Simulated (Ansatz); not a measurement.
Adsorption energy and surface dipole of F on the 1x1 (111) surface of fcc Ni, ferromagnetic, one in a 1x1 cell, started at the site 'hollow Ni-Ni-Ni over Ni at depth 4.0 Å', worked from the runs' numbers; total energies count from the potentials' own zero.

Method: PBE (plane waves to 420 eV, PAW; Ansatz, a program for electronic structure).

Model: 5-atom slab, 6.0 Å thick at the start under the adsorbate (thin: gaps and levels are the slab's own), 14x14x1 mesh, Fermi-Dirac 0.1 eV, dipole correction, 2 atoms held, the rest relaxed; held to the start's symmetry, so lower structures may exist; spin-polarised, no spin-orbit, no U, no dispersion correction. At the end it is bonded to 3 Ni. In PBE it is, or lies within 0.03 eV of, the lowest of the starts that converged.

```csv
quantity,value
slab with the adsorbate,-24165.254 eV
"clean slab, same cell and mesh",-23357.584 eV
"reference, ½ F2(g)",-805.593 eV
area of the cell,5.36 Å²
change of the step from the bottom to the top vacuum level,2.653 eV
```

### Question
What is the adsorption energy against this reference?

### Answer
E(slab + adsorbate) − E(slab) − E(reference) = -2.08 eV, so in this state the adsorbate is more stable than in the reference, at a coverage of 18.65 a nm².

### Question
What dipole does adsorption add to the slab along the outward normal (Helmholtz relation, ε₀ = 0.005526 e/(V·Å))?

### Answer
p = −ε₀·A·ΔV = -0.079 e·Å = -0.38 D; its negative end points to the vacuum, which raises the vacuum level.
